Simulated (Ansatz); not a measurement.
A computed series for hypothetical rock salt FeGe: pressure series

Consider FeGe in the rock salt structure (space group Fm-3m, No. 225; a = 4.946 Å; ferromagnetic; a hypothetical phase, not in the database extracts checked).

Cell and atoms are relaxed at each pressure.

Calculations: Ansatz (a quantum-chemistry and plane-wave program), PBE, PAW, cutoff 420 eV, no spin-orbit coupling, earlier PAW set.

Notes on the quantities. enthalpy: H = E + PV relative to the base's energy.

```csv
change,lattice parameter a,enthalpy,magnetic state
base,4.946 Å,–,ferromagnetic
pressure −2 GPa,4.990 Å,-0.19 eV/atom,ferromagnetic
pressure −1 GPa,4.967 Å,-0.10 eV/atom,ferromagnetic
pressure 1.8 GPa,4.910 Å,+0.17 eV/atom,ferromagnetic
pressure 4.2 GPa,4.867 Å,+0.39 eV/atom,ferromagnetic
pressure 9 GPa,4.772 Å,+0.80 eV/atom,ferromagnetic
pressure 18 GPa,4.688 Å,+1.54 eV/atom,ferromagnetic
pressure 30 GPa,4.577 Å,+2.46 eV/atom,non-magnetic
pressure 45 GPa,4.501 Å,+3.56 eV/atom,non-magnetic
pressure 60 GPa,4.439 Å,+4.60 eV/atom,non-magnetic
```

The magnetic state is the one reached from the starting moments; the real material's order can differ, and small cells can't hold many antiferromagnetic ones. Load acts through the strain it causes; cell and atoms are relaxed under it. Stability against distortions was not tested. No other phases were tried under pressure. Seeded moments were not kept for pressure 9 GPa, pressure 30 GPa, pressure 45 GPa and pressure 60 GPa.
